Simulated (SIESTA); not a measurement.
## One base run on Li5AuO4 (P-1, 10 atoms in the cell) and variants with one or two settings moved

Li$_{5}$AuO$_{4}$ is taken in the triclinic space group P-1 (No. 2), Pearson symbol aP10. Conventional cell: a = 3.608 Å, b = 5.382 Å, c = 5.558 Å, α = 79.96°, β = 73.24°, γ = 71.32°. Li1 on 1a is surrounded by 2 O at 1.924 Å and 2 O at 2.366 Å and 2 O at 2.498 Å (octahedral). Li2 on 2i is surrounded by 4 O at 1.975–2.040 Å. Li3 on 2i has 4 O at 1.958–2.054 Å. Au on 1h sees 4 O at 2.043–2.062 Å (square planar). O1 on 2i has 5 Li at 1.924–2.040 Å and 1 Au at 2.043 Å. O2 on 2i is coordinated by 4 Li at 1.975–2.054 Å and 1 Li at 2.366 Å and 1 Li at 2.498 Å and 1 Au at 2.062 Å (no clear gap to further neighbours). (Neighbours: up to the widest gap in distance over summed covalent radii, below 1.35, at either atom; cation-cation and far metal-metal contacts left out.)

Base run A: LDA PW92, numerical atomic orbitals DZP, PseudoDojo LDA standard norm-conserving potentials (rewritten from UPF to PSML) (SIESTA 5.4.2), self-consistent single point.

Its settings: XC.functional = LDA; XC.authors = PW92; potentials = PseudoDojo LDA standard; PAO.BasisSize = DZP; PAO.EnergyShift = 0.01 Ry; MeshCutoff = 300 Ry; kgrid.MonkhorstPack = 8 5 5; OccupationFunction = FD; ElectronicTemperature = 10 K; PAO.Polarization.NonPerturbative = true; MaxSCFIterations = 150; SCF.Mixer.Method = Broyden; SCF.Mixer.Weight = 0.25; SCF.Mixer.History = 6; SCF.DM.Tolerance = 1.0E-04.

The starting cell comes from a database of computed structures (which also holds hypothetical and non-ambient phases and stackings), without a prior relaxation at this level. Spin-orbit coupling is off. Values carry the incompleteness of an atom-centred basis. In the base run, with a pressure of about -7 GPa the cell is away from its equilibrium volume at this level.

Run A gave: pressure (GPa) -7.45; largest force (eV/Å) 0.154; gap on the mesh (eV) 1.896.

Runs:
- B: XC.functional: LDA → GGA; XC.authors: PW92 → PBEsol; pseudopotentials: PseudoDojo LDA standard → PseudoDojo PBEsol standard [GGA PBEsol]
- C: XC.functional: LDA → GGA; XC.authors: PW92 → BLYP; pseudopotentials: PseudoDojo LDA standard → PseudoDojo PBE standard [GGA BLYP]

Q: What does run C change against A?

A: The pressure goes from -7.45 to 4.86 GPa, the largest force goes from 0.154 to 0.812 eV/Å and the gap on the mesh goes from 1.896 to 2.021 eV.

Q: What does run B change against A?

A: The pressure goes from -7.45 to -2.99 GPa, the largest force goes from 0.154 to 0.221 eV/Å and the gap on the mesh goes from 1.896 to 1.928 eV.

| run | pressure (GPa) | largest force (eV/Å) | gap on the mesh (eV) |
|---|---|---|---|
| A | -7.45 | 0.154 | 1.896 |
| B | -2.99 | 0.221 | 1.928 |
| C | 4.86 | 0.812 | 2.021 |

Left out of this page: 5 runs of the series held back from this collection.
